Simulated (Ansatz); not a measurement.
# How far PBE and PBEsol part for TiSi2, Si → Ru

Take TiSi2 (space group Fddd, No. 70; a = 4.8062 Å, b = 8.2647 Å, c = 8.5654 Å) as the base.

(Cell as relaxed with PBE.)

Levels (all Ansatz, a program for electronic structure, PAW): PBE (420 eV, no spin-orbit coupling); PBEsol (420 eV, without spin-orbit coupling).

Each level relaxes its own structure.

```json
[
 {"base": "volume per atom", "PBE": "14.18 Å³", "PBEsol": "13.79 Å³"},
 {"base": "band gap", "PBE": "zero", "PBEsol": "zero"}
]
```

The change: every Si is replaced by Ru, then cell and atoms are relaxed.

| quantity | PBE | PBEsol |
|---|---|---|
| shortest interatomic distance | 2.567 Å | … |
| band gap | zero | … |

Question: What does PBEsol give?

Answer: 
- shortest interatomic distance, PBEsol: 2.539 Å
- band gap, PBEsol: zero

PBE's shortest interatomic distance lies 0.028 Å above PBEsol's (1.1 %); the two agree on the band gap. Neither level is exact; PBEsol is the comparison here, not a measurement.

Whether these cells are dynamically stable was not tested. As relaxed here, TiRu2 is a hypothetical phase, not in the database extracts checked. All final runs are without spin polarisation.
